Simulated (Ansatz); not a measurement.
Base system: ZrRuAs (space group P-62m, No. 189; a = 6.551 Å, c = 3.891 Å; a cell from a computed database, its experimental status unchecked). Axes: x lies along a and z along c of the hexagonal cell.

Level of theory: PBEsol, PAW, 420 eV (Ansatz, a first-principles code; no SOC).

It is then changed as follows: the cell is scaled by 0.9754 in all directions, atoms relaxed at fixed cell.

Problem. Predict the stress tensor and what it implies for the stiffness.

Solution. Stress of the strained cell less that of the base (GPa, compression positive):
```
   18.4     0.0     0.0
    0.0    18.4     0.0
    0.0     0.0    18.0
```

Then B = −ΔP/(ΔV/V₀) with ΔV/V₀ = -0.0720 gives secant stiffness values (nonlinear terms included at this strain): B (at held cell shape, above the free-shape value) ≈ 254 GPa.

As a check, the harmonic strain energy −½ V₀ Δσ:ε is 68 meV/atom; the computed energy rise is 62 meV/atom.

No phonon test of stability was made. All final runs are without spin polarisation. An odd electron count without spin: ZrRuAs.
